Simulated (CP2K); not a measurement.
A self-consistent single point of ZnSb2 (P-4n2, 6 atoms in the cell) with CP2K.

Method: r2SCAN, GPW, DZVP-MOLOPT-SR-GTH basis, GTH-PBE potentials (GTH_POTENTIALS) (CP2K 2026.2).

```xyz
6
Lattice="6.9768 0.0000 0.0000 0.0000 6.9768 0.0000 0.0000 0.0000 3.2940" Properties=species:S:1:pos:R:3 pbc="T T T"
Zn     3.4884     3.4884     1.6470
Zn     0.0000     0.0000     0.0000
Sb     5.9505     2.4620     0.8235
Sb     2.4620     1.0264     2.4705
Sb     1.0264     4.5148     0.8235
Sb     4.5148     5.9505     2.4705
```

Reference input (self-consistent single point, DFT PBEsol, GPW, DZVP-MOLOPT-SR-GTH basis, GTH-PBE potentials (GTH_POTENTIALS)): CUTOFF = 600 Ry; REL_CUTOFF = 50 Ry; SMEAR/METHOD = GAUSSIAN; SIGMA = 0.05 eV; KPOINTS/SCHEME = MACDONALD 4 4 7 0 0 0.07142857143; XC_FUNCTIONAL = PBE:PBESOL; Zn/BASIS_SET = DZVP-MOLOPT-SR-GTH; Zn/POTENTIAL = GTH-PBE-q12; Sb/BASIS_SET = DZVP-MOLOPT-SR-GTH; Sb/POTENTIAL = GTH-PBE-q5; METHOD = GPW; EPS_DEFAULT = 1e-10. This run's input differs from it in these lines:

```diff
@@ -16,3 +16,3 @@
     &MGRID
-      CUTOFF 600
+      CUTOFF 800
       REL_CUTOFF 50
@@ -43,5 +43,6 @@
       &XC_FUNCTIONAL
-        &PBE
-          PARAMETRIZATION PBESOL
-        &END PBE
+        &MGGA_X_R2SCAN
+        &END MGGA_X_R2SCAN
+        &MGGA_C_R2SCAN
+        &END MGGA_C_R2SCAN
       &END XC_FUNCTIONAL
```

The program printed (abridged):

```
 SCF WAVEFUNCTION OPTIMIZATION

  Step     Update method      Time    Convergence         Total energy    Change
     1 NoMix/Diag. 0.30E+00      -     1.24828779      -141.8461561813 -1.42E+02
     2 Broy./Diag. 0.30E+00      -     0.09335451      -142.7812290677 -9.35E-01
     3 Broy./Diag. 0.30E+00      -     0.02380862      -141.8257148179  9.56E-01
     4 Broy./Diag. 0.30E+00      -     0.00844787      -141.5618321595  2.64E-01
     5 Broy./Diag. 0.30E+00      -     0.00828951      -141.4991340923  6.27E-02
     6 Broy./Diag. 0.30E+00      -     0.00153267      -141.5415817186 -4.24E-02
   [... 5 lines left out ...]
    12 Broy./Diag. 0.30E+00      -     0.00000026      -141.5412460477 -3.72E-05
    13 Broy./Diag. 0.30E+00      -     0.00000023      -141.5412430359  3.01E-06
    14 Broy./Diag. 0.30E+00      -     0.00000015      -141.5412409293  2.11E-06
    15 Broy./Diag. 0.30E+00      -     0.00000006      -141.5412404381  4.91E-07
  *** SCF run converged in    15 steps ***

  Overlap energy of the core charge distribution:               0.00000000166309
  Self energy of the core charge distribution:               -207.11326486768084
  Core Hamiltonian energy:                                     60.31706423539484
  Hartree energy:                                              27.07652338437035
  Exchange-correlation energy:                                -21.82135659431089
  Smearing free energy correction:                             -0.00020659748437
  Fermi energy:                                                 0.16501965435598

  Total energy:                                              -141.54124043812160
  Total energy (extrapolated to sigma->0):                   -141.54113713937943

   [... lines left out ...]

 STRESS| Analytical stress tensor [bar]
 STRESS|                        x                   y                   z
 STRESS|      x       -3.27133568552E+04  -3.85469783949E-03  -1.68404006687E-02
 STRESS|      y       -3.85469783949E-03  -3.27133349165E+04   7.23106908896E-05
 STRESS|      z       -1.68404006687E-02   7.23106908896E-05  -9.90866333200E+03
 STRESS| 1/3 Trace                                            -2.51117850346E+04
```

The run converged in 15 iterations. Against the reference run the pressure goes from -2.89 to -2.51 GPa and the largest force goes from 0.096 to 0.157 eV/Å.

The starting cell comes from a database of computed structures (which also holds hypothetical and non-ambient phases and stackings), without a prior relaxation at this level. Its lattice was rescaled by a random factor within 2.5 % of one. Values carry the incompleteness of an atom-centred basis. The potentials were made for another functional than the one used. The run gives no clean gap (levels at the Fermi energy touch, overlap or are partly filled at this smearing), which alone does not show that the compound is a metal.

Cost on one core of a shared machine: roughly 90 s.
